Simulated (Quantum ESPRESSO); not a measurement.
Cost against accuracy: K_POINTS for KCl (Fm-3m, 2 atoms in the cell)

```
KCl
1.0
   -3.16229     0.00000     3.16229
    0.00000     3.16229     3.16229
   -3.16229     3.16229     0.00000
K Cl
1 1
Direct
  0.00000   0.00000   0.00000
  0.50000   0.50000   0.50000
```

Computed with revPBE, GBRV 1.5 ultrasoft (PBE) pseudopotentials (plane waves; Quantum ESPRESSO).

Base settings: ecutwfc = 40 Ry; ecutrho = 200 Ry; occupations = smearing; smearing = gauss; degauss = 0.000734986 Ry; input_dft = revpbe; potentials = {K: k_pbe_v1.4.uspp.F.UPF, Cl: cl_pbe_v1.4.uspp.F.UPF}; K_POINTS = automatic 9 9 9 0 0 0; conv_thr = 1e-08 Ry; mixing_beta = 0.5.

Misses are taken against the tightest run, automatic 22 22 22 0 0 0, which need not be fully converged itself. The energy is the free energy per atom.

The count of work is k-points × plane waves × bands × iterations; it is no time, and leaves out set-up, grids and terms that scale otherwise. Core times come from one kind of shared machine and are given to one figure; runs under 30 s give none.

The starting cell comes from a database of computed structures (which also holds hypothetical and non-ambient phases and stackings), without a prior relaxation at this level. Its lattice was rescaled by a random factor within 2.5 % of one.

```tsv
K_POINTS	energy less reference (meV/atom)	pressure less reference (GPa)	count of work / reference	core time / reference (rough)
automatic 1 1 1 0 0 0	1329.47	11.59	0.0027	–
automatic 2 2 2 0 0 0	32.47	0.30	0.0074	–
automatic 3 3 3 0 0 0	1.20	0.02	0.011	–
automatic 4 4 4 0 0 0	0.21	0.00	0.018	–
automatic 5 5 5 0 0 0	0.00	0.01	0.047	–
automatic 6 6 6 0 0 0	0.15	-0.01	0.044	–
automatic 7 7 7 0 0 0	-0.13	0.01	0.044	–
automatic 9 9 9 0 0 0	-0.05	0.00	0.12	0.2
automatic 10 10 10 0 0 0	0.01	0.00	0.16	0.2
automatic 12 12 12 0 0 0	0.01	0.00	0.22	0.2
automatic 14 14 14 0 0 0	0.00	0.00	0.34	0.4
automatic 18 18 18 0 0 0	-0.01	0.00	0.65	0.6
automatic 22 22 22 0 0 0	0.00	0.00	1.0	1
```

Coarsest setting among those run that, with all tighter ones, holds the energy within 20 meV/atom of the reference: automatic 3 3 3 0 0 0, off by 1.2 meV/atom; it needs 0.011 of the reference's count of work.

The step from automatic 2 2 2 0 0 0 to automatic 4 4 4 0 0 0: it takes the miss in the energy from 32 to 0.21 meV/atom, for 2.4 times the count of work.
